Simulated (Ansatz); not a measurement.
# CH3 on the 1x1 (111) surface of fcc Au (the real clean face reconstructs), one in a 2x2 cell, started at the site 'bridge Au-Au (span 2.9 Å)'

Method: PBE (plane waves to 420 eV, PAW; Ansatz, a quantum-chemistry and plane-wave program).

Slab: 20 atoms, 7.2 Å thick at the start under the adsorbate (thin: gaps and levels are the slab's own); k 6x6x1, smearing 0.1 eV, dipole-corrected; 8 atoms held, the rest relaxed; no symmetry held; spin-polarised, no spin-orbit, no U, no dispersion correction. The starting moment vanished. At the end it is bonded to Au. In PBE it is, or lies within 0.03 eV of, the lowest of the starts that converged.

```
Item                                                                                                                                             Result
--------------------------------------------------------------------------------------  ---------------------------------------------------------------
adsorption energy against CH4(g) − ½ H2(g)                                                                                                      1.20 eV
work function of the top face                                                                                                                   4.52 eV
change of the work function                                                                                                                    -0.60 eV
change of the step from the bottom to the top vacuum level, against the clean slab                                                             -0.63 eV
energy released by relaxation                                                                                                                   1.29 eV
height of the binding atom over the mean of the host atoms within 0.3 Å of the top one                                                          2.341 Å
magnetic moment of the cell                                                                                                                     0.00 μB
nearest host atoms of the binding atom                                                                         Au at 2.12 Å, Au at 3.80 Å, Au at 3.80 Å
largest move of a host atom                                                                                                                      0.25 Å
note                                                                                    in the relaxation the adsorbate left its starting site by 1.5 Å
cost                                                                                                              about 2.2 core-hours (a rough figure)
```

A negative adsorption energy means that the adsorbate is more stable on the surface than in its reference.
